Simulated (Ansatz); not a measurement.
Input and output of a self-consistent single point for Te4Y2Ba (P1, 28 atoms in the cell) (Ansatz, a program for electronic structure).

Computed with LDA (PW92), default PAW files made with PBE (plane waves; Ansatz).

```xyz
28
Lattice="13.6460 0.0000 0.0000 0.0000 4.4430 0.0000 0.0000 0.0000 16.1410" Properties=species:S:1:pos:R:3 pbc="T T T"
Te     6.4368     1.1294    12.6643
Te     0.3704     3.3288     4.5824
Te    13.2935     1.0991    11.5563
Te     7.1850     3.3296     3.4923
Y      1.1286     1.1296     6.5276
Y      5.7260     3.3610    14.5685
Y      7.9774     1.0900     1.5815
Y     12.5984     3.3482     9.6462
Te     3.9914     1.1188     5.4586
Te     2.7935     3.3331    13.5470
Te    10.8133     1.1093     2.6229
Te     9.6342     3.3405    10.6506
Y      7.6250     1.0926     9.8077
Y     12.8406     3.3476     1.8053
Y      0.8036     1.0807    14.3685
Y      6.0164     3.3129     6.3076
Te     5.0530     1.1259     0.4477
Te     1.7809     3.3060     8.5052
Te    11.8753     1.0906     7.5840
Te     8.5489     3.3320    15.6889
Te     1.2665     1.1049     1.2527
Te     5.5643     3.3472     9.2934
Te     8.0376     1.0734     6.8165
Te    12.3757     3.3406    14.9247
Ba     3.2756     1.1243    10.7776
Ba     3.5638     3.3587     2.7548
Ba    10.0885     1.1176    13.4003
Ba    10.3798     3.3297     5.3409
```

Reference input (self-consistent single point, DFT, PBEsol, plane waves, default PAW files made with PBE): basis.ecutwfc = 30.9 Ry; kpoints.mp_grid.grid = 1 3 1; kpoints.mp_grid.shift = 0.5 0.5 0.5; hamiltonian.xc = pbesol; hamiltonian.pseudopotentials = {kind: paw} (the program's default PAW files); scf.occupations.method = cold; scf.occupations.width = 0.02 Ry. This run's input differs from it in these lines:

Ansatz 0.2 input:
```diff
@@ -40,3 +40,3 @@
 hamiltonian:
-  xc: pbesol
+  xc: lda
   pseudopotentials: { kind: paw }
```

Log, with long lists cut:

```
SCF iter   1: F=—  HF=-162362.432758 eV  |F-HF|=—  |Δ(HF+E_count)|=         —  Δρ=4.59e-3  dr2=1.28e-1  ethr=1.77e-3  ⟨swp⟩=7.0  Hψ=1763  notcnv=0
all-band conjugate gradients solve this SCF's bands
preconditioner: auto → Resta (q_TF=auto, 2.334 Å⁻¹)
SCF iter   2: F=—  HF=-162362.425175 eV  |F-HF|=—  |Δ(HF+E_count)|=   7.59e-3  S|Δr|=   1.16e-5  Δρ=2.39e-3  dr2=2.94e-2  ethr=3.32e-5  ⟨swp⟩=2.0  Hψ=729  notcnv=0
   [... lines left out ...]
SCF iter   8: F=-162362.423283 eV  HF=-162362.423283 eV  |F-HF|=3.93e-8  |Δ(HF+E_count)|=   2.72e-8  S|Δr|=   6.46e-8  Δρ=1.44e-6  dr2=6.08e-8  ethr=2.60e-11  ⟨swp⟩=12.5  Hψ=2422  notcnv=0
Mixer restart at iter 8: flushing history
SCF iter   9: F=—  HF=-162362.423385 eV  |F-HF|=—  |Δ(HF+E_count)|=         —  Δρ=4.24e-7  dr2=4.69e-9  ethr=1.58e-11  ⟨swp⟩=2.0  Hψ=772  notcnv=0
SCF iter  10: F=-162362.423385 eV  HF=-162362.423385 eV  |F-HF|=1.22e-9  |Δ(HF+E_count)|=  2.62e-10  S|Δr|=  1.66e-10  Δρ=2.04e-7  dr2=1.87e-9  ethr=1.22e-12  ⟨swp⟩=3.0  Hψ=981  notcnv=0
SCF 1 converged in 10 iterations: F = -162362.423385 eV  dr2 = 1.87e-9
Stability not checked (fill_not_monotonic)
Free energy (F): -162362.423385 eV
F+E_penalty+E_count: -162362.423385 eV  (lagrangian_ev)
Internal energy: -162362.423385 eV  (E = F + TS)
E sigma→0 (E₀):  -162362.423385 eV
Fermi energy:    8.660641 eV
Smearing:        width narrowed from 0.2721 eV (input) to 0.2230 eV after iteration 8, whose occupations did not sum to the number of electrons (Fermi level in …
--- Forces (eV/Å), atoms counted from 1 ---
  atom   1  Te     0.09901835     0.01171094    -0.24659079
   [... lines left out ...]
  atom  28  Ba     0.02952244    -0.03961192     0.02037647
--- Stress (GPa, compression-positive) ---
       -2.320399       0.067234       0.027849
        0.067234      -2.682212       0.034264
        0.027849       0.034264      -2.076807
  P = ⅓ Tr σ = -2.3598 GPa (-23.598 kbar)
  The stress holds the Pulay correction. Without it, at fixed plane waves, as pw.x and ABINIT print it: P = -2.3786 GPa
```

The run converged in 10 iterations. Against the reference run the pressure goes from -1.01 to -2.36 GPa, the largest force goes from 0.510 to 0.499 eV/Å and the gap on the mesh goes from 1.886 to 1.859 eV.

The starting cell comes from a database of published, mostly measured structures (it also holds non-ambient and calculated ones), without a prior relaxation at this level. Its atoms were displaced at random from the sites of space group no. 62. Spin-orbit coupling is off. Ansatz's pressure includes its estimate of the finite-basis (Pulay) stress. The shifted mesh does not hold Γ, so a gap read on it misses any band edge there.

Cost on one core of a shared machine: roughly 50 s.
